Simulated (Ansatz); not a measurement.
Consider Si in the diamond structure (space group Fd-3m, No. 227; a = 5.444 Å). Axes: x, y, z lie along the cube axes.

Level of theory: r2SCAN (Ansatz, an electronic-structure program), no SOC.

Strains are applied to the cell and any free atomic positions relax.

One change was made to it. Results:

| quantity | base | after |
|---|---|---|
| pressure (mean of the normal stresses, compression positive) | 0.00 GPa | -1.41 GPa |
| valence-band top at Γ (three highest levels, from the VBM) | 0.00, 0.00, 0.00 eV | 0.00, 0.00, -0.11 eV |
| smallest direct gap | 2.74 eV | 2.68 eV |

**Question.** Which change produced these results?
A) uniaxial strain ε_zz = +1.50 %
B) uniaxial strain ε_zz = +1.00 %
C) uniaxial strain ε_zz = +2.00 %

**Answer.** A, uniaxial strain ε_zz = +1.50 %. For comparison, the valence-band top at Γ in the other runs: uniaxial strain ε_zz = +2.00 % gives 0.00, 0.00, -0.15 eV; uniaxial strain ε_zz = +1.00 % gives 0.00, 0.00, -0.08 eV.

Stability against distortions was not tested.
